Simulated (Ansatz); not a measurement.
GaAs: As → Os

Base system: GaAs in the zinc blende structure (space group F-43m, No. 216; a = 5.667 Å).

Modification: full substitution As → Os, then cell and atoms are relaxed.

Level of theory: r2SCAN (Ansatz, a program for electronic structure), spin-orbit coupling left out. Γ-centred 15×15×15 mesh, Fermi–Dirac width 0.05 eV, for the changed cell.

The volume per atom drops by 1.35 Å³ to 21.40 Å³ and the lattice parameter a drops by 0.1143 Å (5.667 Å → 5.552 Å). The shortest interatomic distance drops by 0.050 Å (2.454 Å → 2.404 Å) and the band gap goes from 0.96 eV to zero.

Final structure:

```xyz
2
Lattice="0.0000 2.7762 2.7762 2.7762 0.0000 2.7762 2.7762 2.7762 0.0000" Properties=species:S:1:pos:R:3 pbc="T T T"
Os     4.1643     4.1643     4.1643
Ga     0.0000     0.0000     0.0000
```

Cost of the whole job for the changed cell (relaxation, final SCF and bands): about 60 core-seconds (a rough figure).

No phonon test of stability was made. As relaxed here, GaOs is a hypothetical phase, not in the database extracts checked. All final runs are without spin polarisation. An odd electron count without spin: GaOs. GaOs has a high density of states at the Fermi level and may be magnetic at this level.
